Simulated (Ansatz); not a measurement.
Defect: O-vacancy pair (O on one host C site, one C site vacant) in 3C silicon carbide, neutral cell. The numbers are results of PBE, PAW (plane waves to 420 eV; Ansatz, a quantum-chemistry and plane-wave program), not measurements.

64-site cell at the relaxed PBE lattice, a 2×2×2 k-point mesh shifted by half a step, smearing 0.01 eV, spin-restricted, no finite-size correction. No zero-point or tunnelling terms. The charge state is imposed; whether it is stable for some Fermi level was not computed. Forms of the defect that were not tried may lie lower.

Barriers: single points on a 3×3×3 k-point mesh shifted by half a step at the bands' geometries.

The step: direct exchange of O with the vacancy (O-vacancy distance between ideal sites 3.10 Å throughout) (strongly reconstructed ends). Atoms about the jump, Cartesian Å from the middle of the jump, before and after:

| atom | x0 | y0 | z0 | x1 | y1 | z1 |
|---|---|---|---|---|---|---|
| O1 | 0.00 | -1.28 | 1.28 | 0.00 | 1.28 | -1.28 |
| Si2 | -0.96 | 0.58 | -0.58 | -0.96 | -0.58 | 0.58 |
| Si3 | 0.80 | -0.10 | -2.15 | 0.97 | -0.01 | -2.24 |
| Si4 | 0.97 | -2.24 | -0.01 | 0.80 | -2.15 | -0.10 |
| C5 | 2.01 | -1.11 | -1.07 | 2.01 | -1.07 | -1.11 |
| C6 | -2.30 | -1.01 | -1.15 | -2.30 | -1.15 | -1.01 |
| Si7 | 0.80 | 2.15 | 0.10 | 0.96 | 2.24 | 0.00 |
| Si8 | 0.96 | 0.00 | 2.24 | 0.80 | 0.10 | 2.15 |
| Si9 | -1.29 | -2.17 | -2.21 | -1.29 | -2.21 | -2.17 |
| C10 | 2.01 | 1.07 | 1.11 | 2.01 | 1.11 | 1.07 |
| C11 | -0.19 | -1.15 | -3.35 | -0.19 | -1.08 | -3.25 |
| C12 | -0.19 | -3.25 | -1.08 | -0.19 | -3.35 | -1.15 |
| Si13 | 3.12 | 0.01 | -0.01 | 3.12 | -0.01 | 0.01 |

### Question
Give the saddle-point geometry and the barrier.

### Answer

```
atom      x      y      z
----  -----  -----  -----
O1     0.00  -0.39  -0.39
Si2   -1.58  -0.05  -0.05
Si3    0.95  -0.02  -2.06
Si4    0.95  -2.06  -0.02
C5     2.16  -1.13  -1.13
C6    -2.51  -1.16  -1.16
Si7    0.97   2.21  -0.05
Si8    0.97  -0.05   2.21
Si9   -1.29  -2.18  -2.18
C10    2.00   1.08   1.08
C11   -0.18  -1.06  -3.23
C12   -0.18  -3.23  -1.06
Si13   3.14   0.00   0.00
```
It lies 2.10 eV above the start and 2.10 eV above the end. The saddle point's order was not checked, and it lies on a symmetry element of the cell, where a band can be held. Symmetry-equivalent saddle points exist between the same ends.
